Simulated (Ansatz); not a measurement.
# Response to strain in hypothetical zinc blende YP

The parent structure is YP in the zinc blende structure (space group F-43m, No. 216; a = 6.2898 Å; a hypothetical phase, not in the database extracts checked). Axes: x, y, z lie along the cube axes.

Strains are applied to the cell and any free atomic positions relax; under biaxial strain the out-of-plane vector relaxes too.

Calculations: PBE (Ansatz, a first-principles code; PAW; 420 eV plane waves; no SOC).

Candidates:
(a) isotropic strain +3.63 %
(b) strain tensor (xx, yy, zz, yz, xz, xy) = (+1.23, +0.36, +1.18, −0.75, +0.44, −1.29) %
(c) biaxial strain −0.94 %, plane normal [110], relaxed out of plane

Notes on the quantities. energy relative to the base: free energy F.

Task: Order them by energy relative to the base, highest first.

Result: (a) isotropic strain +3.63 % (+58 meV/atom), (b) strain tensor (xx, yy, zz, yz, xz, xy) = (+1.23, +0.36, +1.18, −0.75, +0.44, −1.29) % (+5.5 meV/atom), (c) biaxial strain −0.94 %, plane normal [110], relaxed out of plane (+0.8 meV/atom)

Stability against distortions was not tested.
